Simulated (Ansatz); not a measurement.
Consider CdGeAs₂ in the chalcopyrite structure (space group I-42d, No. 122).

```xyz
8
Lattice="-2.9368 2.9368 5.6132 2.9368 -2.9368 5.6132 2.9368 2.9368 -5.6132" Properties=species:S:1:pos:R:3 pbc="T T T"
Cd     0.0000     0.0000     0.0000
Cd     0.0000     2.9368     2.8066
Ge     0.0000     0.0000     5.6132
Ge     2.9368     0.0000     2.8066
As     1.3275     1.4684     7.0165
As     1.4684    -1.3275     4.2099
As     1.6092     1.4684     1.4033
As     1.4684     4.2643    -1.4033
```

Calculations: LDA, PAW, 420 eV (Ansatz, a program for electronic structure; without spin-orbit coupling).

Before the change:

```
Property    Value
--------  -------
Pressure  0.0 GPa
```

Now apply this change: an isotropic linear strain of −1.50 %; the atoms relax in the strained cell.

Q: What happens to the energy relative to the base?

A: The energy grows by 11 meV/atom.

Q: Predict the new pressure.

A: The pressure (mean of the normal stresses, compression positive) goes from zero to 3.3 GPa.

No phonon test of stability was made. All final runs are without spin polarisation. Gaps under 0.05 eV, about the width of the smearing, are given as zero.
